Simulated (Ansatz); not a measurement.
Base system: Pt in the fcc (Cu type) structure (space group Fm-3m, No. 225; a = 3.942 Å; relaxed with 0.1 eV smearing). Axes: x, y, z lie along the cube axes.

All numbers come from r2SCAN/PAW in Ansatz (an electronic-structure program), no SOC.

Strains are applied to the cell and any free atomic positions relax; under biaxial strain the out-of-plane vector relaxes too.

One change was made to it. Results:

```csv
quantity,base,after
"pressure (mean of the normal stresses, compression positive)",0.0 GPa,-4.5 GPa
energy relative to the base (free energy F),0 meV/atom,+17 meV/atom
```

### Question
Which of these changes matches the shifts?
(A) biaxial strain +1.67 %, plane normal [111], relaxed out of plane
(B) biaxial strain +0.42 %, plane normal [111], relaxed out of plane
(C) biaxial strain +2.50 %, plane normal [111], relaxed out of plane
(D) biaxial strain +2.08 %, plane normal [111], relaxed out of plane

### Answer
C, biaxial strain +2.50 %, plane normal [111], relaxed out of plane. For comparison, the energy relative to the base in the other runs: biaxial strain +1.67 %, plane normal [111], relaxed out of plane gives +7.9 meV/atom; biaxial strain +2.08 %, plane normal [111], relaxed out of plane gives +12 meV/atom; biaxial strain +0.42 %, plane normal [111], relaxed out of plane gives +0.5 meV/atom.

No phonon test of stability was made. All final runs are without spin polarisation. Pt lies near a magnetic instability that expansion can trigger; it was not tested.
